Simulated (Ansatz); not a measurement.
Base system: VSb in the zinc blende structure (space group F-43m, No. 216; a = 6.179 Å; ferromagnetic; a hypothetical phase, not in the database extracts checked).

(Cell as relaxed with PBE.)

Levels (all Ansatz, a quantum-chemistry and plane-wave program, PAW): PBE (420 eV, no spin-orbit coupling); r2SCAN (500 eV, no spin-orbit coupling).

Each level relaxes its own structure.

```tsv
base	PBE	r2SCAN
volume per atom	29.49 Å³	29.91 Å³
lattice parameter a	617.9 pm	620.8 pm
band gap	zero	zero
largest site moment	1.97 μB	2.12 μB
```

It is then changed as follows: a hydrostatic pressure of 60 GPa.

```csv
quantity,PBE,r2SCAN
magnetic state,ferromagnetic,ferromagnetic
largest site moment,1.21 μB,1.68 μB
shortest interatomic distance,229.5 pm,230.3 pm
```

PBE's largest site moment lies 0.47 μB below r2SCAN's; PBE's shortest interatomic distance lies 0.86 pm below r2SCAN's (0.4 %); the two agree on the magnetic state. Neither level is exact; r2SCAN is the comparison here, not a measurement.

The magnetic state is the one reached from the starting moments; the real material's order can differ, and small cells can't hold many antiferromagnetic ones. With Sb present, leaving out spin-orbit coupling can change the band edges. Load acts through the strain it causes; cell and atoms are relaxed under it. Stability against distortions was not tested. No other phases were tried under pressure. Gaps under 0.05 eV, about the width of the smearing, are given as zero.
